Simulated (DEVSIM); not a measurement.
Structure: Ru/Al2O3/n-Ge capacitor, at 300 K.

| layer (left to right) | material | thickness (nm) | Nd (cm⁻³) |
|---|---|---|---|
| 1 | Al2O3 | 3.40 | - |
| 2 | Ge | 7600 | 6.1e15 |

Metal gate on the left, work function 4.7 eV. Fixed charge at the semiconductor interface -9.1e11 cm⁻² (in units of +e); no interface traps.

The device is made up for the run: typed textbook-type constants, with dimensions and the other settings drawn at random. Values at 300 K.

```csv
parameter,Al2O3,Ge
gap (eV),6.8,0.664
affinity (eV),1.35,4
permittivity,9,16
Nc (cm⁻³),-,1.04e19
Nv (cm⁻³),-,6e18
```

Simulated with DEVSIM: 1D Poisson equation in equilibrium, Boltzmann statistics, complete ionisation; no quantum confinement or tunnelling. Metal contacts follow the ideal Schottky-Mott rule: no Fermi-level pinning, no interface dipoles.

Task: Tabulate band edges, carrier densities and field at 0.35 V on the gate.

Result: Energies count from the Fermi level of the right contact; mesh points crowd at the junctions.

| x (μm) | Ec (eV) | Ev (eV) | n (cm⁻³) | p (cm⁻³) | field (V/cm) |
|---|---|---|---|---|---|
| 0.000 | 3.000 | -3.800 | < 1e2 | < 1e2 | 150000 |
| 0.001081 | 3.017 | -3.783 | < 1e2 | < 1e2 | 150000 |
| 0.002344 | 3.036 | -3.764 | < 1e2 | < 1e2 | 150000 |
| 0.003400 | 0.402 | -0.262 | 1.8e12 | 2.4e14 | 74000 |
| 0.005672 | 0.399 | -0.265 | 2.1e12 | 2.1e14 | -16000 |
| 0.009981 | 0.392 | -0.272 | 2.7e12 | 1.6e14 | -16000 |
| 0.01912 | 0.378 | -0.286 | 4.6e12 | 9.5e13 | -15000 |
| 0.05217 | 0.333 | -0.331 | 2.7e13 | 1.6e13 | -13000 |
| 0.1149 | 0.267 | -0.397 | 3.4e14 | 1.3e12 | -8400 |
| 0.2563 | 0.204 | -0.460 | 4.0e15 | 1.1e11 | -1700 |
| 0.5752 | 0.192 | -0.472 | 6.1e15 | 7.2e10 | -11 |
| 1.697 | 0.192 | -0.472 | 6.1e15 | 7.2e10 | ≈ 0 |
| 3.803 | 0.192 | -0.472 | 6.1e15 | 7.2e10 | ≈ 0 |
| 5.919 | 0.192 | -0.472 | 6.1e15 | 7.2e10 | ≈ 0 |
| 7.035 | 0.192 | -0.472 | 6.1e15 | 7.2e10 | ≈ 0 |
| 7.352 | 0.192 | -0.472 | 6.1e15 | 7.2e10 | ≈ 0 |
| 7.489 | 0.192 | -0.472 | 6.1e15 | 7.2e10 | ≈ 0 |
| 7.553 | 0.192 | -0.472 | 6.1e15 | 7.2e10 | ≈ 0 |
| 7.587 | 0.192 | -0.472 | 6.1e15 | 7.2e10 | ≈ 0 |
| 7.597 | 0.192 | -0.472 | 6.1e15 | 7.2e10 | ≈ 0 |
| 7.601 | 0.192 | -0.472 | 6.1e15 | 7.2e10 | ≈ 0 |
| 7.603 | 0.192 | -0.472 | 6.1e15 | 7.2e10 | ≈ 0 |
